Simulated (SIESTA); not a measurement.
A self-consistent single point of TiO2 (Imm2, 6 atoms in the cell) with SIESTA

Method: LDA PW92, numerical atomic orbitals DZP, PseudoDojo LDA standard norm-conserving potentials (rewritten from UPF to PSML) (SIESTA).

Input as run:

```
# files in the folder: Ti.psml O.psml (PseudoDojo LDA standard)
SystemName  TiO2
SystemLabel tio2

NumberOfAtoms                6
NumberOfSpecies              2
%block ChemicalSpeciesLabel
  1 22 Ti
  2 8 O
%endblock ChemicalSpeciesLabel
LatticeConstant              1.0 Ang
%block LatticeVectors
    -1.883038000    1.883038000    4.731225000
     1.883038000   -1.883038000    4.731225000
     1.883038000    1.883038000   -4.731225000
%endblock LatticeVectors
AtomicCoordinatesFormat      Fractional
%block AtomicCoordinatesAndAtomicSpecies
     0.755284000    0.255284000    0.500000000  1
     0.000000000    0.000000000    0.000000000  1
     0.542000000    0.042000000    0.500000000  2
     0.792000000    0.792000000    0.000000000  2
     0.208000000    0.208000000    0.000000000  2
     0.958000000    0.458000000    0.500000000  2
%endblock AtomicCoordinatesAndAtomicSpecies

XC.functional                LDA
XC.authors                   PW92
PAO.BasisSize                DZP
PAO.EnergyShift              0.01 Ry
MeshCutoff                   350 Ry
%block kgrid.MonkhorstPack
    4   0   0  0.0
    0   4   0  0.0
    0   0   4  0.0
%endblock kgrid.MonkhorstPack
OccupationFunction           FD
ElectronicTemperature        0.02 eV

MaxSCFIterations             150
SCF.Mixer.Method             Pulay
SCF.Mixer.Weight             0.1
SCF.Mixer.History            6
SCF.DM.Tolerance             1.0E-04
Diag.ParallelOverK           true
WriteForces                  true
```

The program printed (abridged):

```
reinit: Reading from file input.fdf

reinit: System Name: TiO2
reinit: System Label: tio2

coor:   Atomic-coordinates input format  =     Fractional

siesta: Atomic coordinates (Bohr) and species
siesta:      0.00000   3.55843   4.56485  1        1
siesta:      0.00000   0.00000   0.00000  1        2
siesta:      0.00000   3.55843   0.75102  2        3
siesta:      0.00000   0.00000  14.16210  2        4
siesta:      0.00000   0.00000   3.71934  2        5
siesta:      0.00000   3.55843   8.18970  2        6

siesta: System type = bulk

initatomlists: Number of atoms, orbitals, and projectors:      6    90    88

siesta: ******************** Simulation parameters ****************************
redata: Spin configuration                          = none
redata: Time-Reversal Symmetry                      = T
redata: Number of Atomic Species                    =        2
redata: Mesh Cutoff                                 =   350.0000 Ry
redata: Net charge of the system                    =     0.0000 |e|
redata: Min. number of SCF Iter                     =        0
redata: Max. number of SCF Iter                     =      150
redata: SCF convergence failure will abort job
redata: SCF mix quantity                            = Hamiltonian
redata: Mix DM or H after convergence               =   F
redata: Recompute H after scf cycle                 =   F
redata: Mix DM in first SCF step                    =   T
redata: No kicks to SCF
redata: DM Mixing Weight for Kicks                  =     0.5000
redata: Require Harris convergence for SCF          =   F
redata: Harris energy tolerance for SCF             =     0.000100 eV
redata: Require DM convergence for SCF              =   T
redata: DM tolerance for SCF                        =     0.000100
redata: Require EDM convergence for SCF             =   F
redata: EDM tolerance for SCF                       =     0.001000 eV
redata: Require H convergence for SCF               =   T
redata: Hamiltonian tolerance for SCF               =     0.001000 eV
redata: Require (free) Energy convergence for SCF   =   F
redata: (free) Energy tolerance for SCF             =     0.000100 eV
redata: Using DFT-D3 dispersion                     =   F
redata: Using Saved Data (generic)                  =   F
redata: Method of Calculation                       = Diagonalization
redata: Electronic Temperature                      =   232.0904 K
redata: Number of TDED substeps                     =        3
redata: Dynamics option                             = Single-point calculation
redata: Save all siesta data in one NC              =   F
redata: ***********************************************************************

%block SCF.Mixers
  Pulay
%endblock SCF.Mixers

%block SCF.Mixer.Pulay
  # Mixing method
  method pulay
  variant stable

  # Mixing options
  weight 0.1000
  weight.linear 0.1000
  history 6
%endblock SCF.Mixer.Pulay

DM_history_depth set to one: no extrapolation allowed by default for geometry relaxation
Size of DM history Fstack: 1
Total number of electrons:    48.000000
Total ionic charge:    48.000000

* ProcessorY, Blocksize:    1  64

* Orbital distribution balance (max,min):    90    90

k-point displ. along   1 input, could be:     0.00    0.50
k-point displ. along   2 input, could be:     0.00    0.50
k-point displ. along   3 input, could be:     0.00    0.50
 Kpoints in:           48 . Kpoints trimmed:           44

siesta: k-grid: Number of k-points = 44
siesta: k-points from Monkhorst-Pack grid
siesta: k-cutoff (effective) =     7.532 Ang
siesta: k-point supercell and displacements
siesta: k-grid:     4     0     0      0.000
siesta: k-grid:     0     4     0      0.000
siesta: k-grid:     0     0     4      0.000

diag: Algorithm                                     = D&C
diag: Parallel over k                               =   F
diag: Use parallel 2D distribution                  =   F
diag: Parallel block-size                           = 64
diag: Parallel distribution                         =     1 x     1
diag: Used triangular part                          = Lower
diag: Absolute tolerance                            =  0.100E-15
diag: Orthogonalization factor                      =  0.100E-05
diag: Memory factor                                 =  1.0000

superc: Internal auxiliary supercell:     7 x     5 x     7  =     245
superc: Number of atoms, orbitals, and projectors:   1470  22050  21560

                        Single-point calculation

superc: Internal auxiliary supercell:     7 x     5 x     7  =     245
superc: Number of atoms, orbitals, and projectors:   1470  22050  21560

outcell: Unit cell vectors (Ang):
       -1.883038    1.883038    4.731225
        1.883038   -1.883038    4.731225
        1.883038    1.883038   -4.731225

outcell: Cell vector modules (Ang)   :    5.429195    5.429195    5.429195
outcell: Cell angles (23,13,12) (deg):    139.4122    139.4122     58.7469
outcell: Cell volume (Ang**3)        :     67.1045
new_DM -- step:     1
Initializing Density Matrix...

Attempting to read DM from file... Failed...
DM filled with atomic data:

InitMesh: MESH = 50 x 50 x 36 = 90000
InitMesh: Mesh cutoff (required, used) =   350.000   367.899 Ry

stepf: Fermi-Dirac step function

        iscf     Eharris(eV)        E_KS(eV)     FreeEng(eV)     dDmax    Ef(eV) dHmax(eV)
   scf:    1    -4971.706493    -5014.861763    -5014.861763  1.647169 -5.429739 14.004162
   scf:    2    -5032.003658    -5024.000627    -5024.000627  0.068163 -6.626784 10.375563
   scf:    3    -5025.660297    -5032.025499    -5032.025499  0.166327 -6.638824  3.264266
   scf:    4    -5026.618023    -5031.849162    -5031.849162  0.098815 -6.601791  4.682214
   scf:    5    -5034.342945    -5033.351451    -5033.351451  0.064375 -7.411658  1.758710
   scf:    6    -5032.684535    -5033.390884    -5033.390884  0.070842 -7.291566  1.494277
   [... 3 lines left out ...]
   scf:   10    -5033.608010    -5033.609468    -5033.609468  0.003681 -6.966581  0.062348
   scf:   11    -5033.609896    -5033.609805    -5033.609805  0.001156 -6.980566  0.003310
   scf:   12    -5033.609799    -5033.609804    -5033.609804  0.000339 -6.981849  0.006418
   scf:   13    -5033.609808    -5033.609807    -5033.609807  0.000124 -6.980399  0.000631
   scf:   14    -5033.609807    -5033.609807    -5033.609807  0.000087 -6.980034  0.000381

SCF Convergence by DM+H criterion
max |DM_out - DM_in|         :     0.0000871755
max |H_out - H_in|      (eV) :     0.0003814609
SCF cycle converged after 14 iterations

Using DM_out to compute the final energy and forces

siesta: E_KS(eV) =            -5033.6098

siesta: E_KS - E_eggbox =     -5033.6098

siesta: Atomic forces (eV/Ang):
     1    0.006108    0.002611   -0.899169
     2   -0.000904    0.001038    0.466579
     3   -0.000007   -0.001742    0.055329
     4   -0.001936    0.000274    0.056774
     5   -0.000105    0.001170    0.106768
     6    0.001714   -0.000064    0.214642
   Tot    0.004871    0.003287    0.000922
   Max    0.899169
   Res    0.246082    sqrt( Sum f_i^2 / 3N )
   Max    0.899169    constrained

Stress tensor Voigt[x,y,z,yz,xz,xy] (kbar):       -3.07       60.27       14.03        0.03        0.09       -0.02
(Free)E + p*V (eV/cell)    -5034.6043
Target enthalpy (eV/cell)    -5033.6098

siesta: Program's energy decomposition (eV):
siesta: Ebs     =     -1180.606760
siesta: Eions   =      7393.612629
siesta: Ena     =      1031.417211
siesta: Ekin    =      2464.131843
siesta: Enl     =      -265.317464
siesta: Eso     =         0.000000
siesta: Edftu   =         0.000000
siesta: DEna    =        44.079778
siesta: DUscf   =         3.053377
siesta: DUext   =         0.000000
siesta: Ex      =      -826.554105
siesta: Ec      =       -90.807817
siesta: Exc     =      -917.361923
siesta: Eharris =     -5033.609807
siesta: Etot    =     -5033.609807
siesta: FreeEng =     -5033.609807

siesta: Atomic forces (eV/Ang):
siesta:      1    0.006108    0.002611   -0.899169
siesta:      2   -0.000904    0.001038    0.466579
siesta:      3   -0.000007   -0.001742    0.055329
siesta:      4   -0.001936    0.000274    0.056774
siesta:      5   -0.000105    0.001170    0.106768
siesta:      6    0.001714   -0.000064    0.214642
siesta: ----------------------------------------
siesta:    Tot    0.004871    0.003287    0.000922

siesta: Stress tensor (static) (eV/Ang**3):
siesta:    -0.001915   -0.000013    0.000058
siesta:    -0.000013    0.037616    0.000019
siesta:     0.000058    0.000019    0.008758

siesta: Cell volume =         67.104518 Ang**3

siesta: Pressure (static):
siesta:                Solid            Molecule  Units
siesta:          -0.00016141         -0.00012958  Ry/Bohr**3
siesta:          -0.01482010         -0.01189754  eV/Ang**3
siesta:         -23.74441842        -19.06195848  kBar
```

The run converged in 14 iterations.

The starting cell has typed, rounded lattice constants, without a prior relaxation at this level. Its lattice was rescaled by up to half a per cent. One atom was moved a little off its site on purpose. Values carry the incompleteness of an atom-centred basis.
